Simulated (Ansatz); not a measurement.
# What 5 layers does to hypothetical CsCl type TaAs

Consider TaAs in the CsCl type structure (space group Pm-3m, No. 221; a = 3.178 Å; a hypothetical phase, not in the database extracts checked). Axes: x, y, z lie along the cube axes.

The change: a free-standing slab of 5 layers (10 atoms, 2 a layer) is cut normal to [110], with 15 Å of vacuum and the in-plane cell held at bulk.

The values are results of Ansatz (a quantum-chemistry and plane-wave program), PBEsol, PAW, cutoff 420 eV, scalar-relativistic without spin-orbit coupling, not measurements. k-mesh 15×10×1 (Γ-centred); smearing 0.05 eV (Fermi–Dirac), for the changed cell.

```csv
quantity,base,changed,shift
layer's space group (with vacuum),–,Pmmm (No. 47),–
shortest interatomic distance,275.2 pm,260.4 pm,-14.88 pm
band gap,zero,zero,–
excess energy per area of both faces (slab less bulk energy over the cell's area: twice a surface energy) (uncertain by up to 0.1 J/m²),–,2.7 J/m²,–
change of the spacing d12 from its bulk value of 2.247 Å,–,-4.8 %,–
change of the spacing d23 from its bulk value of 2.247 Å,–,+2.7 %,–
```

Final structure:

```xyz
10
Lattice="3.1781 0.0000 0.0000 0.0000 4.4945 0.0000 0.0000 0.0000 23.9891" Properties=species:S:1:pos:R:3 pbc="T T T"
Ta     0.0000     1.1236     7.7156
As     1.5891     3.3709     7.3795
Ta     0.0000     3.3709     9.5972
As     1.5891     5.6182     9.7780
Ta     0.0000     5.6182    11.9945
As     1.5891     7.8654    11.9945
Ta     0.0000     7.8654    14.3919
As     1.5891    10.1127    14.2111
Ta     0.0000    10.1127    16.2735
As     1.5891    12.3600    16.6096
```

The excess energy carries the mismatch between the slab's and the bulk's meshes. Whether these cells are dynamically stable was not tested. All final runs are without spin polarisation.
